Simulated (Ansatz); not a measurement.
**HfB2: energy against strain**

HfB2 (AlB2 type, P6/mmm, 9.959 Å³/atom at rest, c along z) under an equal strain ε in the (0001) plane with the normal axis free, as in a coherent film. PBE in Ansatz, a plane-wave DFT program (PAW, default set), 420 eV, 21×21×17 Γ-centred mesh, Fermi-Dirac smearing 0.10 eV; ions are relaxed within the symmetry of each cell.

Here s stands for strain and y for E less E0.

| strain (%) | E less E0 (meV/atom) |
|---|---|
| -1.50 | 8.58 |
| -1.00 | 3.76 |
| -0.50 | 0.92 |
| 0.00 | 0.00 |
| 0.50 | 0.93 |
| 1.00 | 3.65 |
| 1.50 | 8.10 |
| 3.00 | ? |

Task: Fit y against s with a parabola, and predict the withheld value at s = 3.00.

Result: Least squares gives y = -0.001 - 0.1179·s + 3.7071·s². Residuals (row less fit): 0.063, -0.064, -0.065, 0.001, 0.063, 0.062, -0.063; standard error 0.078 (degrees of freedom: 4). Twice the quadratic coefficient over the volume, 2 × 3.7071 meV × 10⁴ × 0.1602 / 9.959 Å³, is twice the biaxial elastic modulus of this plane = 1193 ± 11 GPa. At the withheld row, y = -0.001 - 0.1179 × 3.0 + 3.7071 × 3.0² = 33.009 meV/atom. The calculation gives 31.14 meV/atom, 1.869 meV/atom below the prediction (6.0 % of the range of y in the table). The row lies outside the fitted rows, so this is an extrapolation. From the scatter of the fitted rows alone, a prediction at this place has a standard error of 0.297 meV/atom, so the miss is 6.3 times that.

One order more, fitted to all 13 runs of the series, follows each within 0.01, so the miss is the next term of a smooth law. In a metal these values are sensitive to mesh and smearing; energies are taken to zero smearing, stresses follow the free energy. Rows are the converged runs of the series near zero and its far end; series whose fitted rows scatter by over a few per cent of the range, as at a crossing or softening among them, aren't shown in this form. Most that stay on the fit to the last digits aren't either.
